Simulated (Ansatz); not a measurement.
## MoP: pressure series

Base system: MoP (space group P-6m2, No. 187; a = 3.2408 Å, c = 3.1954 Å).

Cell and atoms are relaxed at each pressure.

Level of theory: Ansatz (an electronic-structure program), PBE, PAW, cutoff 420 eV, no spin-orbit coupling.

Notes on the quantities. enthalpy: H = E + PV relative to the base's energy.

```tsv
variant	enthalpy	c/a ratio	lattice parameter a
base	–	0.986	3.241 Å
pressure −2 GPa	-0.18 eV/atom	0.983	___
pressure −1 GPa	-0.09 eV/atom	0.984	___
pressure 3 GPa	+0.27 eV/atom	0.988	3.224 Å
pressure 7 GPa	+0.63 eV/atom	0.992	3.202 Å
pressure 15 GPa	+1.32 eV/atom	0.998	3.163 Å
pressure 30 GPa	+2.57 eV/atom	1.009	3.101 Å
pressure 50 GPa	+4.15 eV/atom	1.021	3.034 Å
pressure 75 GPa	+6.02 eV/atom	1.034	___
pressure 100 GPa	+7.80 eV/atom	1.045	2.911 Å
```

Task: Some entries are withheld; estimate them.

Result: 
- pressure −2 GPa, lattice parameter a: 3.254 Å
- pressure −1 GPa, lattice parameter a: 3.248 Å
- pressure 75 GPa, lattice parameter a: 2.967 Å

Load acts through the strain it causes; cell and atoms are relaxed under it. No phonon test of stability was made. No other phases were tried under pressure. The final runs are not spin-polarised. An odd electron count without spin: MoP.
